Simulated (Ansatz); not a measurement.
# AlAs: pressure series

Take AlAs in the zinc blende structure (space group F-43m, No. 216; a = 5.7284 Å) as the base.

Cell and atoms are relaxed at each pressure.

All numbers come from PBE, PAW, 420 eV (Ansatz, a quantum-chemistry and plane-wave program; no spin-orbit coupling).

Computed cases, in order: pressure −2 GPa; pressure −1 GPa; 0 GPa (base); pressure 3 GPa; pressure 7 GPa; pressure 15 GPa; pressure 30 GPa; pressure 50 GPa; pressure 100 GPa.

Task: Between which two neighbouring cases does the gap turn between direct and indirect?

Result: Between pressure −2 GPa (1.53 eV, direct at Γ) and pressure −1 GPa (1.53 eV, indirect, Γ → X). The whole series: pressure −2 GPa: 1.53 eV, direct at Γ; pressure −1 GPa: 1.53 eV, indirect, Γ → X; 0 GPa (base): 1.50 eV, indirect, Γ → X; pressure 3 GPa: 1.44 eV, indirect, Γ → X; pressure 7 GPa: 1.35 eV, indirect, Γ → X; pressure 15 GPa: 1.21 eV, indirect, Γ → X; pressure 30 GPa: 0.97 eV, indirect, Γ → X; pressure 50 GPa: 0.71 eV, indirect, Γ → X; pressure 100 GPa: 0.19 eV, indirect, Γ → X.

Load acts through the strain it causes; cell and atoms are relaxed under it. Whether these cells are dynamically stable was not tested. Measured, AlAs leaves this structure (for the NiAs type) near 12 GPa (temperature not stated; as listed in Datta, Sujoy, Jana, Debnarayan, arXiv (2020)), on rising pressure, with hysteresis. The zero or small gap of AlAs under pressure 100 GPa can change with the level of theory.
